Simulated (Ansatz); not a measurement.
**Effective masses and thermopower of SiC (I-4m2)**

Given:

```xyz
2
Lattice="0.0000 2.1315 2.2106 2.1315 0.0000 2.2106 2.1315 2.1315 0.0000" Properties=species:S:1:pos:R:3 pbc="T T T"
Si     0.0000     0.0000     0.0000
C      1.0657     1.0657     1.1053
```

Method: r2SCAN with spin-orbit coupling, rigid bands (plane waves, PAW; Ansatz, a quantum-chemistry and plane-wave program). Condition of this run: biaxial stress in (001) of 10 GPa (compression positive) (the target of the relaxation). How the cell was made: cell and atoms relaxed with PBEsol, then loaded as said.

```yaml
band_gap: 1.49 eV
electron conductivity mass (300 K, dilute): 0.33 (x), 0.33 (y), 0.24 (z) mₑ
hole conductivity mass (300 K, dilute): 0.52 (x), 0.52 (y), 0.69 (z) mₑ
effective density of states N_c (300 K): 9.3e18 cm⁻³
effective density of states N_v (300 K): 8.3e19 cm⁻³
density_of_states_mass_electrons: 0.52 mₑ
density_of_states_mass_holes: 2.2 mₑ
Seebeck coefficient, n-type 1e19 cm⁻³, 300 K: -215 μV/K
best n-type power factor at 300 K for τ = 10 fs (best axis; densities from 1e16 to 1e21 cm⁻³ tried, whether or not they can be reached): 6.2 μW/(cm·K²) at 3e19 cm⁻³
Seebeck coefficient, p-type 1e19 cm⁻³, 300 K: 386 μV/K
best p-type power factor at 300 K for τ = 10 fs (best axis; densities from 1e16 to 1e21 cm⁻³ tried, whether or not they can be reached): 21 μW/(cm·K²) at 3e20 cm⁻³
```

Rigid bands; masses and Seebeck coefficients take one relaxation time τ for all states and one kind of carrier; polarons and phonon drag are left out. Geometry: cell and atoms relaxed with PBEsol.
